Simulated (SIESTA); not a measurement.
Band structure of ZrO2 (Fm-3m, 3 atoms in the cell).

```yaml
crystal:
  lattice:
    - [0.00000, 2.57478, 2.57478]
    - [2.57478, 0.00000, 2.57478]
    - [2.57478, 2.57478, 0.00000]
  atoms:
    - { symbol: Zr, position: [0.00000, 0.00000, 0.00000] }
    - { symbol: O, position: [0.25000, 0.25000, 0.25000] }
    - { symbol: O, position: [0.75000, 0.75000, 0.75000] }
```

Level of theory: GGA PBE, numerical atomic orbitals TZP, PseudoDojo PBE standard norm-conserving potentials (rewritten from UPF to PSML) in SIESTA 5.4.2.

Settings: XC.functional = GGA; XC.authors = PBE; potentials = PseudoDojo PBE standard; PAO.BasisSize = TZP; PAO.EnergyShift = 0.01 Ry; MeshCutoff = 300 Ry; kgrid.MonkhorstPack = 6 6 6; OccupationFunction = FD; ElectronicTemperature = 50 meV; MaxSCFIterations = 150; SCF.Mixer.Method = Pulay; SCF.Mixer.Weight = 0.25; SCF.Mixer.History = 6; SCF.DM.Tolerance = 1.0E-05.

The starting cell has typed, rounded lattice constants, without a prior relaxation at this level. Its lattice was rescaled by a random factor within 2.5 % of one. Values carry the incompleteness of an atom-centred basis.

Problem. Predict the gap along the standard path and the places of the band edges.

Solution. The gap along the path is 3.03 eV, from X to Γ; the smallest direct gap on it is 3.52 eV.

Levels in eV from the top of the valence band on the path, bands 9 to 13:
```csv
point,9,10,11,12,13
Γ,-5.15,-0.51,-0.51,-0.50,3.03
X,-3.11,-1.57,-1.57,0.00,3.52
W,-2.38,-2.38,-1.45,-0.20,4.16
K,-3.05,-2.23,-1.28,-0.33,3.74
L,-2.51,-2.47,-1.61,-1.61,3.61
U,-3.05,-2.23,-1.28,-0.33,3.74
```

Higher empty bands are left out: an atom-centred basis made for the valence describes them poorly.
